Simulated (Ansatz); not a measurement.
Be2C (space group Fm-3m, No. 225)

```yaml
crystal:
  lattice:
    - [0.00000, 2.15532, 2.15532]
    - [2.15532, 0.00000, 2.15532]
    - [2.15532, 2.15532, 0.00000]
  atoms:
    - { symbol: Be, position: [0.25000, 0.25000, 0.25000] }
    - { symbol: Be, position: [0.75000, 0.75000, 0.75000] }
    - { symbol: C, position: [0.00000, 0.00000, 0.00000] }
```

Level of theory: PBEsol (Ansatz, a program for electronic structure, PAW, no spin-orbit coupling). Settings: 13×13×13 k-points, 0.05 eV Fermi–Dirac smearing.

| Item | Result |
|---|---|
| Volume per atom | 6.67 Å³ |
| Density | 2.49 g/cm³ |
| Band gap | 1.08 eV, indirect, Γ → X |
| Electron mass | 0.70 mₑ along k, 0.23 mₑ across |
| Hole mass (degenerate bands, along [100]) | 0.26, 0.26, 0.42 mₑ |
| Lowest conduction-band minima above the VBM | X along ⟨100⟩ 1.08 eV |
| Total energy | -142.723 eV/atom (σ→0; compares only within this code and set-up) |

Effective masses come from finite differences of ±0.01 Å⁻¹. Along k means along the line from Γ to the band edge. Stability against distortions was not tested.
